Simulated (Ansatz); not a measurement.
How far PBE-D3(BJ) and r2SCAN+rVV10 part for WSe2, holes 2.0×10^21 cm⁻³

Base system: WSe₂ (space group P6_3/mmc, No. 194; a = 3.279 Å, c = 12.786 Å; layered, stacked along the Cartesian z axis).

(Cell as relaxed with PBE-D3(BJ).)

Levels (all Ansatz, a program for electronic structure, PAW, earlier PAW set): PBE-D3(BJ) (420 eV, no spin-orbit coupling); r2SCAN+rVV10 (500 eV, spin-orbit coupling left out).

Each level relaxes its own structure.

| base | PBE-D3(BJ) | r2SCAN+rVV10 |
|---|---|---|
| volume per atom | 19.84 Å³ | 20.66 Å³ |
| lattice parameter a | 327.9 pm | 330.0 pm |
| band gap | 0.87 eV | 1.12 eV |

Perturbation: holes 2.0×10^21 cm⁻³, on a uniform background at fixed cell.

| quantity | PBE-D3(BJ) | r2SCAN+rVV10 |
|---|---|---|
| gap between the host's bands | 0.90 eV | 1.14 eV |
| Fermi level relative to the doped band's edge (positive inside the band; to 0.05 eV) | +0.45 eV | +0.45 eV |
| shift of the gap caused by the change | +0.03 eV | +0.02 eV |
| gap character | indirect, Γ → K–Γ (47 % along) | indirect, Γ → K–Γ (47 % along) |

PBE-D3(BJ)'s gap between the host's bands lies 0.24 eV below r2SCAN+rVV10's; the two agree on the Fermi level from band edge and gap character. Neither level is exact; r2SCAN+rVV10 is the comparison here, not a measurement.

Charged cell with a jellium background: band edges are those of the host's band count, energies are not comparable with the neutral cell, and many-body gap narrowing is missing. With W present, leaving out spin-orbit coupling can change the band edges. No phonon test of stability was made.
